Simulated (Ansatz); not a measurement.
# Response to strain in hypothetical Cc Al2O3

Take Al$_{2}$O$_{3}$ (space group Cc, No. 9; a hypothetical phase, not in the database extracts checked) as the base.

```yaml
crystal:
  lattice:
    - [4.91118, -2.76511, 0.00000]
    - [4.91118, 2.76511, 0.00000]
    - [-3.09151, 0.00000, 4.78713]
  atoms:
    - { symbol: Al, position: [0.00563, 0.15884, 0.51726] }
    - { symbol: Al, position: [0.15884, 0.00563, 0.01726] }
    - { symbol: Al, position: [0.68815, 0.79965, 0.49222] }
    - { symbol: Al, position: [0.79965, 0.68815, 0.99222] }
    - { symbol: O, position: [0.01933, 0.30516, 0.88469] }
    - { symbol: O, position: [0.30516, 0.01933, 0.38469] }
    - { symbol: O, position: [0.86900, 0.87640, 0.86353] }
    - { symbol: O, position: [0.87640, 0.86900, 0.36353] }
    - { symbol: O, position: [0.43425, 0.76056, 0.86734] }
    - { symbol: O, position: [0.76056, 0.43425, 0.36734] }
```

Cartesian axes are those of the cell as printed.

Strains are applied to the cell and any free atomic positions relax; under biaxial strain the out-of-plane vector relaxes too.

The values are results of PBE (Ansatz, a quantum-chemistry and plane-wave program; PAW; 420 eV plane waves; spin-orbit coupling left out), not measurements.

Notes on the quantities. pressure: mean of the normal stresses, compression positive; energy relative to the base: free energy F.

```json
[
 {"change": "base", "pressure": "0.0 kbar", "energy relative to the base": "0 meV/atom", "smallest direct gap": "3.95 eV", "volume per atom": "13.00 Å³"},
 {"change": "biaxial strain +3.37 %, plane normal [001], relaxed out of plane", "pressure": "-44.1 kbar", "energy relative to the base": "+19 meV/atom", "smallest direct gap": "3.76 eV", "volume per atom": "13.56 Å³"},
 {"change": "biaxial strain +3.58 %, plane normal [001], relaxed out of plane", "pressure": "-46.5 kbar", "energy relative to the base": "+21 meV/atom", "smallest direct gap": "3.75 eV", "volume per atom": "13.58 Å³"},
 {"change": "uniaxial strain ε_yy = +3.65 %", "pressure": "-39.4 kbar", "energy relative to the base": "+9.9 meV/atom", "smallest direct gap": "3.76 eV", "volume per atom": "13.48 Å³"},
 {"change": "uniaxial strain ε_zz = +0.98 %", "pressure": "-9.7 kbar", "energy relative to the base": "+0.7 meV/atom", "smallest direct gap": "3.89 eV", "volume per atom": "13.13 Å³"}
]
```

Gaps are Kohn–Sham eigenvalue differences; semilocal functionals usually give less than the measured gap. Whether these cells are dynamically stable was not tested.
